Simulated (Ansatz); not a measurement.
## Effective masses and thermopower of monolayer SnS

Given:

```yaml
crystal:
  lattice:
    - [4.07998, 0.00000, 0.00000]
    - [0.00000, 4.31556, 0.00000]
    - [0.00000, 0.00000, 18.86692]
  atoms:
    - { symbol: Sn, position: [0.75000, 0.89652, 0.57555] }
    - { symbol: Sn, position: [0.25000, 0.39652, 0.42445] }
    - { symbol: S, position: [0.25000, 0.47808, 0.56057] }
    - { symbol: S, position: [0.75000, 0.97808, 0.43943] }
```

All values below come from HSE06, rigid bands (plane waves, PAW, scalar-relativistic; Ansatz, a first-principles code). Cell: cell and atoms relaxed with PBE.

```
Quantity                                                        Result
----------------------------------------------  ----------------------
band gap                                                       2.08 eV
electron conductivity mass (300 K, dilute)      0.22 (x), 0.198 (y) mₑ
hole conductivity mass (300 K, dilute)           0.27 (x), 0.25 (y) mₑ
effective density of states N_c (300 K)                    4.5e12 cm⁻²
effective density of states N_v (300 K)                    5.5e12 cm⁻²
Seebeck coefficient, n-type 1.9e12 cm⁻², 300 K               -251 μV/K
Seebeck coefficient, p-type 1.9e12 cm⁻², 300 K                261 μV/K
```

Rigid bands; masses and Seebeck coefficients take one relaxation time τ for all states and one kind of carrier; polarons and phonon drag are left out. Spin-orbit coupling is left out; where it splits the top of the valence band, N_v and the p-type Seebeck coefficient come out somewhat high without it. Geometry: cell and atoms relaxed with PBE.
